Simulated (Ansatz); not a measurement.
The parent structure is GaN in the wurtzite structure (space group P6_3mc, No. 186; a = 3.152 Å, c = 5.138 Å). Axes: x lies along a and z along c of the hexagonal cell.

Computed with LDA (Ansatz, a first-principles code), no spin-orbit coupling.

Perturbation: uniaxial strain ε_xx = +0.60 %, all other strain components held at zero; the atoms relax in the strained cell.

**Question.** Predict the stress tensor and what it implies for the stiffness.

**Answer.** Stress of the strained cell less that of the base (GPa, compression positive):
```
  -2.17    0.00    0.00
   0.00   -0.82    0.00
   0.00    0.00   -0.59
```

Then −Δσ_ii/ε with ε = 0.0060 gives relaxed-ion elastic constants: C11 ≈ 362 GPa, C12 ≈ 137 GPa and C13 ≈ 99 GPa.

No phonon test of stability was made.
